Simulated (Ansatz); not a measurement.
System: RuAl2 (I4/mmm, No. 139, 3 atoms in the cell; start mp-1009834). Method: r²SCAN (Ansatz, an electronic-structure program, plane waves, PAW).

Run with plane-wave cutoff 560 eV, 24×24×24 k mesh, Fermi–Dirac smearing 0.05 eV, no spin polarisation, scalar-relativistic PAW data made under PBE.

Cell (relaxed at this level):

```xyz
3
Lattice="-1.5610 1.5610 4.2222 1.5610 -1.5610 4.2222 1.5610 1.5610 -4.2222" Properties=species:S:1:pos:R:3 pbc="T T T"
Al     0.0000     0.0000     5.5656
Al     0.0000     0.0000     2.8788
Ru     0.0000     0.0000     0.0000
```

Q: Predict the bulk modulus B0.

A: 
- bulk modulus B0 = 184 GPa

Note: the run has no spin polarisation, so it can have missed a magnetic state; the bulk modulus is −V dP/dV from two relaxed cells at ±2 % in volume; the relaxation could not lower the start's symmetry, so the cell can be a saddle point above a distorted one.

A start named mp-… is a Materials Project structure, which need not be a measured phase.
